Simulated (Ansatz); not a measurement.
Ansatz (an electronic-structure program), DFT, PBE, plane waves, its default PAW files: Pt(111) slab of 6 layers, 1x1, atoms displaced (Pt6), unrelaxed, 6 atoms. Basis and mesh were picked for this test and aren't claimed converged.

* **cell**: 2.77, 2.77, 21.33 Å; 90, 90, 60°
* **distance to the nearest atom**: 2.71 to 2.73 Å
* **task**: single point
* **k mesh**: 10×10×1
* **hamiltonian.xc**: pbe
* **kind of files**: paw
* **scf.occupations.method**: gaussian
* **scf.occupations.width**: 0.05 eV
* **scf.initial_density.chi_scale**: 0.1
* **output.forces**: true
* **binding of workers (--pin)**: off
* **k-point pools (--kpoint-pools)**: 1
* **memory maximum (--max-ram)**: 8GiB
* **accuracy**: medium (default)
* **basis.precision**: auto (default)
* **basis.xc_grid**: 2 (default)
* **scf.eigensolver.kind**: auto (default)
* **scf.convergence.dr2_threshold**: 1e-07 (default)
* **scf.lower_state_search**: light (default)
* **k-points after symmetry**: 52
* **bands at the start**: 65
* **electrons**: 108
* **plane waves at Γ**: 2795
* **cutoff (eV)**: 420
* **FFT grid**: 20×20×144
* **symmetry operations**: 1

Settings of this run: scf.mixing.algorithm = auto, scf.mixing.preconditioner = kerker_dos, scf.algorithm = auto; 4 threads.

```
iteration  dr2 (eV)     Hψ
---------  --------  -----
1            1.14e1  12770
2            2.35e0   5901
3            2.73e0   4998
4           1.61e-1   3911
5           3.36e-1   4790
6           1.27e-2   3249
7           7.38e-3   4598
8           2.55e-3   3214
9           1.68e-3   3272
10          9.60e-4   3213
11          6.56e-4   3397
12          4.03e-4   3814
13          1.84e-4   3654
14          2.36e-4   3484
15          8.62e-5   3302
16          5.20e-5   3867
17          4.68e-5   3565
18          3.64e-5   3691
19          1.24e-5   3740
20          3.43e-6   3790
21          1.26e-6   4023
22          3.98e-7   3898
23          1.70e-7   4166
24          2.05e-7  10327
25          4.70e-8  11770
```

It converged after 25 SCF iterations.

**Question.** The cycle is slow. Which setting should be changed?

**Answer.** One answer among several that fit: scf.mixing.preconditioner = auto (default) (12 SCF iterations) or scf.mixing.preconditioner = ldos (12 SCF iterations), all else kept. The other changes of this size gave: scf.mixing.preconditioner = local_kerker (21); scf.mixing.preconditioner = kerker (26); scf.mixing.preconditioner = none (31). With more settings changed, the fewest of all runs of this system: scf.mixing.preconditioner = auto (default), scf.algorithm = direct_min (9). In that run the program took: scf.mixing.algorithm MSR1, scf.mixing.preconditioner LDOS, scf.eigensolver.kind band_cg, --slots 4. The first change moves the result by: energy under 0.001 meV/atom, forces (largest component) 0.022 meV/Å. Counts are of single runs.

Keys are those of Ansatz 0.2.
